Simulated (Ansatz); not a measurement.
N on the 1x1 (0001) surface of beta Si3N4 (cut with top plane 4 N + 3 Si), one in a 1x1 cell, started at the site 'over Si at depth 1.6 Å'

Host crystal: beta Si3N4, with a band gap (PBE, scalar-relativistic without spin-orbit coupling).

Computed with r2SCAN, at the PBE geometry and the start's symmetry (plane waves to 500 eV, PAW; Ansatz, a quantum-chemistry and plane-wave program).

Slab: 43 atoms, 7.8 Å thick at the start under the adsorbate (thin: gaps and levels are the slab's own); k 3x3x1, smearing 0.01 eV, dipole-corrected; single point; no symmetry held, on the structure that PBE left; spin-polarised, ending with about 1.0 μB a cell; orders that need a larger cell were not tried, no spin-orbit, no U, no dispersion correction. The program's check for a lower electronic state was not made. At the end it is bonded to N + Si. In PBE it is, or lies within 0.03 eV of, the lowest of the starts that converged; the order may differ at this level.

| Item | Result |
|---|---|
| energy of the end state, in which the adsorbate paired with a surface N atom, against ½ N2(g) at the same level | 0.81 eV |
| gap of the slab on its k-mesh | 1.44 eV |
| highest filled level below the top vacuum level | 5.66 eV |
| change of the step from the bottom to the top vacuum level, against the clean slab | 0.32 eV |
| height of the binding atom over the mean of the host atoms within 0.3 Å of the top one | 0.768 Å |
| magnetic moment of the cell | 1.00 μB |
| caution | the clean host was not checked against rearrangement in a larger or rattled cell |
| note | in the relaxation the adsorbate left its starting site by 1.1 Å |
| cost | about 28 core-minutes (a rough figure) |

A negative adsorption energy means that the adsorbate is more stable on the surface than in its reference.
